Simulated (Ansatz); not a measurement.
The parent structure is WSi₂ (space group I4/mmm, No. 139; relaxed with 0.1 eV smearing).

```yaml
crystal:
  lattice:
    - [-1.61459, 1.61459, 3.93512]
    - [1.61459, -1.61459, 3.93512]
    - [1.61459, 1.61459, -3.93512]
  atoms:
    - { symbol: W, position: [0.00000, 0.00000, 0.00000] }
    - { symbol: Si, position: [0.33452, 0.33452, 0.00000] }
    - { symbol: Si, position: [0.66548, 0.66548, 0.00000] }
```

Cartesian axes are those of the cell as printed.

Calculations: PBE/PAW in Ansatz (a program for electronic structure), without spin-orbit coupling, earlier PAW set.

Base values:

```
Quantity                           Result
-----------------------------  ----------
Shortest interatomic distance  4.922 bohr
Band gap                             zero
```

Modification: uniaxial stress, 0.5 GPa tension along z; all other stress components relax to zero.

What happens to the strain response, shortest interatomic distance, energy relative to the base and band gap?

The strain response (xx, yy, zz) is (−0.02, −0.02, +0.10) %; the shortest interatomic distance grows by 0.005 bohr to 4.927 bohr; the energy hardly moves; the band gap remains zero.

Stability under load was not tested beyond the relaxation. All final runs are without spin polarisation.
